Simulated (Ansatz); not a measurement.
Worked example: self-consistent single point of SnO2 (P2, 6 atoms in the cell) in Ansatz (a first-principles code)

Level of theory: LDA (PW92), default PAW files made with PBE (plane waves; Ansatz).

Input as run:

Ansatz 0.2 input:
```yaml
# SnO2
crystal:
  lattice:
    - [4.802364, 0.000000, 0.000000]
    - [0.000000, 4.881180, 0.000000]
    - [0.000000, 0.000000, 3.250623]
  atoms:
    - { symbol: Sn, position: [0.500000, 0.500000, 0.515382] }
    - { symbol: Sn, position: [0.000000, 0.000000, 0.000000] }
    - { symbol: O, position: [0.291850, 0.321040, 0.000000] }
    - { symbol: O, position: [0.708150, 0.678960, 0.000000] }
    - { symbol: O, position: [0.791850, 0.178960, 0.500000] }
    - { symbol: O, position: [0.208150, 0.821040, 0.500000] }
basis:
  ecutwfc: 420.0
kpoints:
  mp_grid: { grid: [4, 4, 7] }
hamiltonian:
  xc: lda
  pseudopotentials: { kind: paw }
scf:
  occupations: { method: fixed }
output:
  forces: true
  eigenvalues: true
  stress: true
```

Output, abridged:

```
WARN ansatz: RAYON_NUM_THREADS=1 ignored (pool sized by the plan → 1); use --threads N
Pseudopotentials: kind: paw
Pseudopotential: Sn, paw, valence charge 14
Pseudopotential: O, paw, valence charge 6
Crystal: 6 atoms, lattice volume = 76.199 Å³
Basis set: ecut = 420 eV, 1499 PW (Γ)
Bands: 32, of which v1, the nominal top of the filled ones, is band 26 counted from 1 (25 counted from 0)
Symmetry: 2 space group operations
Space group: P2 (ITA 3), of the structure as read, at distance tolerance 4.2e-5 Å
k-points: 40 of 112 (time reversal used)
PAW frozen core: Sn, regenerated for the run's functional, and the local potential with it
PAW frozen core: O, regenerated for the run's functional, and the local potential with it
Initial density: superposition of atomic densities (neutral atoms: chi_scale 0, normalization atom), corrected by the library's trained network
Initial wavefunctions: pseudopotential atomic-orbital guess
Eigensolver: davidson
Functional: x = slater, c = lda
SCF iter   1: F=—  HF=-13980.186954 eV  |F-HF|=—  |Δ(HF+E_count)|=         —  Δρ=1.93e-2  dr2=2.45e-1  ethr=1.77e-3  ⟨swp⟩=4.6  Hψ=4804  notcnv=0  defer=160
all-band conjugate gradients solve this SCF's bands
preconditioner: auto → Resta (q_TF=auto, 2.560 Å⁻¹)
SCF iter   2: F=—  HF=-13980.118497 eV  |F-HF|=—  |Δ(HF+E_count)|=   6.85e-2  Δρ=4.95e-3  dr2=7.03e-3  ethr=4.70e-4  ⟨swp⟩=2.1  Hψ=2035  notcnv=0  defer=160
SCF iter   3: F=—  HF=-13980.116187 eV  |F-HF|=—  |Δ(HF+E_count)|=   2.31e-3  Δρ=2.15e-3  dr2=1.92e-3  ethr=1.35e-5  ⟨swp⟩=2.0  Hψ=2300  notcnv=0  defer=160
SCF iter   4: F=—  HF=-13980.115568 eV  |F-HF|=—  |Δ(HF+E_count)|=   6.19e-4  Δρ=3.78e-4  dr2=9.42e-5  ethr=3.69e-6  ⟨swp⟩=3.0  Hψ=2066  notcnv=0  defer=160
SCF iter   5: F=—  HF=-13980.115562 eV  |F-HF|=—  |Δ(HF+E_count)|=   6.92e-6  Δρ=8.72e-5  dr2=4.93e-6  ethr=1.81e-7  ⟨swp⟩=2.4  Hψ=1667  notcnv=0  defer=72
SCF iter   6: F=—  HF=-13980.115562 eV  |F-HF|=—  |Δ(HF+E_count)|=   9.27e-7  Δρ=3.59e-5  dr2=8.13e-7  ethr=9.48e-9  ⟨swp⟩=2.0  Hψ=1646  notcnv=0  defer=72
SCF iter   7: F=—  HF=-13980.115562 eV  |F-HF|=—  |Δ(HF+E_count)|=   1.09e-7  Δρ=2.13e-5  dr2=2.87e-7  ethr=1.56e-9  ⟨swp⟩=2.0  Hψ=1742  notcnv=0  defer=72
SCF iter   8: F=-13980.115562 eV  HF=-13980.115562 eV  |F-HF|=1.17e-8  |Δ(HF+E_count)|=   5.50e-8  Δρ=4.72e-6  dr2=1.62e-8  ethr=1.92e-10  ⟨swp⟩=9.6  Hψ=6618  notcnv=0
SCF 1 converged in 8 iterations: F = -13980.115562 eV  dr2 = 1.62e-8
SCF converged after 8 iterations
Free energy (F): -13980.115562 eV
Harris-Foulkes:  -13980.115562 eV  (|F-HF|=1.17e-8)
Internal energy: -13980.115562 eV  (E = F + TS)
E sigma→0 (E₀):  -13980.115562 eV
Fermi energy:    8.108289 eV
--- Per-component energies (eV) ---
  E_band       = -178.262247
  E_kinetic    = 1072.196966
  E_local      = -2980.306834  (includes V_loc(G=0)·N_el)
  E_nonlocal   = 149.646932
  E_hartree    = 1516.286239
  E_xc         = -1039.635160
  E_vxc        = -561.331842  (∫ρ·V_xc dr)
  E_paw        = -8599.911569  (= ΣΔE_a)
  E_vpaw       = -891.051997  (= ΣTr[D̂ρ^β])
  E_aug_tail   = 0.010025  (compensation charges beyond the density's cutoff)
  E_ewald      = -4099.639642
  E_core_change = 1.237482  (= ΣΔE_core)
  E_smearing   = -0.000000  (= −TS)
  E_closure    = 0.000000  (closes the sum)
  Σ components = -13980.115562   (vs F -13980.115562, Δ=0.00e0)
--- Forces (eV/Å), atoms counted from 1 ---
  atom   1  Sn     0.00000000     0.00000000    -0.74344576
  atom   2  Sn     0.00000000     0.00000000    -0.00226965
  atom   3  O      0.15925950    -0.00693095     0.34235317
  atom   4  O     -0.15925950     0.00693095     0.34235317
  atom   5  O      0.19172036    -0.02126193     0.03050390
  atom   6  O     -0.19172036     0.02126193     0.03050390
  max |Σ_I F_I| component: 1.27e-6 eV/Å
--- Stress (GPa, compression-positive) ---
      -11.548690       0.143841       0.000000
        0.143841     -11.823215       0.000000
        0.000000       0.000000     -13.949764
  P = ⅓ Tr σ = -12.4406 GPa (-124.406 kbar)
  The stress holds the Pulay correction. Without it, at fixed plane waves, as pw.x and ABINIT print it: P = -13.5042 GPa
--- Band table (eV; the first three rows and the last of 40) ---
  k-point 0: bands = ["-12.6714", "-12.0645", "-11.8666", "-11.8588", "-11.8457", "-11.7628", "-11.7396", "-11.6699", "-11.6503", "-11.6465", "-10.1767", "-8.3954", "-8.3581", "-6.9452", "0.1846", "4.0760", "4.4232", "4.4977", "5.2925", "6.1588", [...]
  k-point 1: bands = ["-12.5903", "-11.9953", "-11.9836", "-11.9834", "-11.8363", "-11.7724", "-11.7332", "-11.6705", "-11.6704", "-11.6667", "-10.0577", "-8.1462", "-8.1138", "-7.0729", "0.1788", "4.2445", "4.2647", "4.6458", "4.9453", "5.4258", [...]
  k-point 2: bands = ["-12.3889", "-12.2627", "-12.2530", "-11.8900", "-11.7582", "-11.7438", "-11.7169", "-11.7078", "-11.7053", "-11.6735", "-9.6665", "-7.6165", "-7.5951", "-7.4833", "0.2528", "3.1394", "4.0575", "4.7135", "4.7760", "5.1353", [...]
  k-point 39: bands = ["-12.4571", "-12.4484", "-12.1094", "-12.0675", "-11.7374", "-11.7369", "-11.6870", "-11.6843", "-11.6627", "-11.6612", "-8.4774", "-8.3776", "-7.2829", "-7.2825", "0.4170", "0.5572", "3.5029", "3.5095", "5.5911", "5.6002", [...]
```

The run converged in 8 iterations.

The starting cell comes from a database of computed structures (which also holds hypothetical and non-ambient phases and stackings), without a prior relaxation at this level. Its lattice was rescaled by up to half a per cent. One atom was moved a little off its site on purpose. With a pressure of about -12 GPa the cell is away from its equilibrium volume at this level. Ansatz's pressure includes its estimate of the finite-basis (Pulay) stress. Without the estimate this run gives -13.50 GPa.
